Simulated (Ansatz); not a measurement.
Consider InP in the zinc blende structure (space group F-43m, No. 216; a = 5.960 Å).

Method: PBE (Ansatz, a first-principles code), no spin-orbit coupling.

Base values:

```
Quantity     Value
--------  --------
Pressure  0.00 GPa
```

It is then changed as follows: every lattice vector is shortened by 2.50 %; the atoms relax in the strained cell.

How does this affect the mean gap deformation potential ΔEg/Δln V and pressure?

The mean gap deformation potential ΔEg/Δln V is -5.5 eV; the pressure goes from zero to 5.39 GPa.

Stability against distortions was not tested.
